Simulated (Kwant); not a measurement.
System: In0.53Ga0.47As/In0.52Al0.48As stack with 1 barrier. One parabolic valley. Leads of mass 0.041 mₑ with the band edge at 0; grid 0.1 nm; bias swept from 0.0208 to 0.44254 V, dropping linearly over the stack. Emitter Fermi level 0.037 eV, 77 K, equal in the collector.

| layer | thickness (nm) | band offset (eV) | mass (mₑ) |
|---|---|---|---|
| 1 | 2.4 | 0.52 | 0.075 |

The device is made up for the run: typed textbook-type constants, with dimensions and the other settings drawn at random.

Computed with Kwant: one-band effective-mass tight-binding model in one dimension, coherent, no space charge, current by the Tsu-Esaki formula.

Sweep values stay those of the base run.

The thickness of the first barrier was swept, all else fixed.

| thickness of the first barrier (nm) | J (A/cm²) at bias = 0.3371 V | J (A/cm²) at bias = 0.2317 V | J (A/cm²) at bias = 0.1262 V | J (A/cm²) at bias = 0.4425 V |
|---|---|---|---|---|
| 1.4 | 73400 | 67100 | 57500 | 78600 |
| 1.9 | 34700 | 29500 | 23300 | 39800 |
| 2.4 | 15800 | 12500 | 9290 | 19300 |
| 2.9 | 7060 | 5280 | 3680 | 9220 |
| 3.4 | 3150 | 2220 | 1460 | 4390 |

From the first row to the last the J at bias = 0.3371 V goes from 73400 to 3150. From the first row to the last the J at bias = 0.2317 V goes from 67100 to 2220.
